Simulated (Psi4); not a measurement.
Psi4 1.11, BP86/def2-svp: methylammonium (C[NH3+]), charge +1, multiplicity 1, 8 atoms. The geometry is a generated start, not checked to be a minimum at this level.

```
Quantity                             Result
--------------------------  ---------------
task                                 energy
method                                 bp86
basis                              def2-svp
memory                                 3 GB
maxiter                                 100
keys of the molecule block      symmetry c1
scf_type                       df (default)
e_convergence               1e-06 (default)
d_convergence               1e-06 (default)
dft_radial_points              75 (default)
dft_spherical_points          302 (default)
basis functions                          58
grid points                          172976
```

```xyz
8

C     -0.7300     0.1021    -0.0177
N      0.7394    -0.1034     0.0181
H     -1.1822    -0.5567    -0.7557
H     -0.9570     1.1328    -0.2815
H     -1.1615    -0.1141     0.9577
H      0.9645    -1.0762     0.2690
H      1.1741     0.5187     0.7130
H      1.1528     0.0968    -0.9028
```

Charge 1 and multiplicity 1 are set for this test and not shown to be the ground state.

With the defaults (diis = true, scf_initial_accelerator = adiis, damping_percentage = 0, diis_max_vecs = 10, guess = auto, which took SAD, diis_start = 1, soscf = false, soscf_start_convergence = 0.01) it converges in 7 SCF iterations. One run each on 2 threads, with these changes:
- scf_initial_accelerator = ediis
- soscf = true, soscf_start_convergence = 0.1
- diis_start = 4
- diis_max_vecs = 6
- soscf = true
- soscf = true, soscf_start_convergence = 0.001
- diis = false, scf_initial_accelerator = none, damping_percentage = 60
- guess = modhuckel
- guess = core

Task: Which of these changes keep the SCF from converging, or lead it to another solution?

Result: No convergence: diis = false, scf_initial_accelerator = none, damping_percentage = 60 (the run ends without SCF convergence in 100 iterations). The rest reach the solution of the defaults.

```
setting                                                                SCF iterations  JK calls             end
---------------------------------------------------------------------  --------------  --------  --------------
soscf = true, soscf_start_convergence = 0.1                                         5        16   same solution
soscf = true                                                                        6        17   same solution
the defaults                                                                        7         8   same solution
diis_max_vecs = 6                                                                   7         8   same solution
scf_initial_accelerator = ediis                                                     7         8   same solution
soscf = true, soscf_start_convergence = 0.001                                       7        18   same solution
guess = modhuckel                                                                   8        24   same solution
guess = core                                                                       10        10   same solution
diis_start = 4                                                                     11        12   same solution
diis = false, scf_initial_accelerator = none, damping_percentage = 60             100       101  no convergence
```

An SOSCF iteration holds several JK calls; a Hückel guess adds calls on atoms.
